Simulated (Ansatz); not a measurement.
```xyz
2
Lattice="0.0000 2.9392 2.9392 2.9392 0.0000 2.9392 2.9392 2.9392 0.0000" Properties=species:S:1:pos:R:3 pbc="T T T"
P      1.4696     1.4696     1.4696
In     0.0000     0.0000     0.0000
```

Dynamical quadrupoles are not included in the interpolation of the phonons between the solved wave vectors. Unless called populations, κ holds the coherence term between modes besides the Boltzmann populations.

Problem. Estimate the lattice thermal conductivity at 300 K from a three-phonon Boltzmann calculation with natural isotopes, PBEsol in Ansatz (third-order constants from a 54-atom supercell out to 5.4 Å, harmonic mesh 6×6×6, k mesh 6×6×6, scattering mesh 15×15×15).

Solution. κ = 91 W/(m K). Four-phonon, boundary and defect scattering are left out; adding them would lower the computed value.

The PAW data sets were generated under PBE and serve the other functionals too.

Ansatz is a quantum-chemistry and plane-wave program.
